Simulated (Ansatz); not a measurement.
The starting structures come from a database of crystals and need not be the phases stable at ambient conditions.

Input:

```xyz
12
Lattice="4.8015 0.0000 0.0000 1.4661 4.5722 0.0000 0.8011 0.5844 7.6960" Properties=species:S:1:pos:R:3 pbc="T T T"
P      1.9167     4.3751     1.9240
P      5.1519     0.7814     5.7720
Au     2.8013     0.2922     3.8480
Au     0.7330     2.2861     0.0000
O      2.1676     3.4869     0.6865
O      4.9010     1.6696     7.0095
O      2.6858     3.8650     3.1615
O      4.3828     1.2916     4.5345
O      0.9854     1.2216     1.6566
O      6.0832     3.9349     6.0395
O      5.2040     4.2990     2.1914
O      1.8647     0.8575     5.5046
```

Space group of this cell: C2/c. The cell is taken as given; by PBEsol its mean pressure is 1.5 GPa.

Transport runs along the normal of the first two printed cell vectors.

The gap is the functional's own, uncorrected, and κ follows it; spin-orbit coupling is left out. Mid-gap values are interpolated between the computed energies.

### Question
Estimate the band gap and the smallest decay constant κ at mid-gap that Ansatz (a quantum-chemistry and plane-wave program) with PBEsol returns for this system.

### Answer
Gap 1.84 eV on a 8×8×4 mesh; κ = 0.395 1/Å, at (0.500, 0.500) of the in-plane reciprocal vectors. At the zone centre, at the nearest computed energy, the slowest state has κ = 0.47 1/Å.
